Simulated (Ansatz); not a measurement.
Consider LiF in the zinc blende structure (space group F-43m, No. 216; a hypothetical phase, not in the database extracts checked).

```
LiF
1.0
    0.00000     2.14514     2.14514
    2.14514     0.00000     2.14514
    2.14514     2.14514     0.00000
F Li
1 1
Direct
  0.75000   0.75000   0.75000
  0.00000   0.00000   0.00000
```

Cartesian axes are those of the cell as printed.

Method: r2SCAN, PAW, 500 eV (Ansatz, an electronic-structure program; no SOC).

For the base:

```
Item                                        Result
-----------------------------  -------------------
Valence-band top at Γ          0.00, 0.00, 0.00 eV
Shortest interatomic distance              1.858 Å
Band gap                                   8.66 eV
```

It is then changed as follows: uniaxial strain ε_yy = +0.62 %, all other strain components held at zero; the atoms relax in the strained cell.

Problem. How does this affect the stress?

Solution. The stress (xx, yy, zz, yz, xz, xy; compression positive) comes out as (-0.32, -0.44, -0.32, 0.00, 0.00, 0.00) GPa.

Problem. What does the calculation give for the valence-band top at Γ after the change?

Solution. The valence-band top at Γ (three highest levels, from the VBM) goes from 0.00, 0.00, 0.00 eV to 0.00, 0.00, -0.01 eV.

Problem. Predict the new shortest interatomic distance.

Solution. The shortest interatomic distance grows by 0.004 Å (1.858 Å → 1.862 Å).

Problem. What happens to the band gap?

Solution. The band gap falls by 0.04 eV, from 8.66 eV to 8.62 eV.

Whether these cells are dynamically stable was not tested.
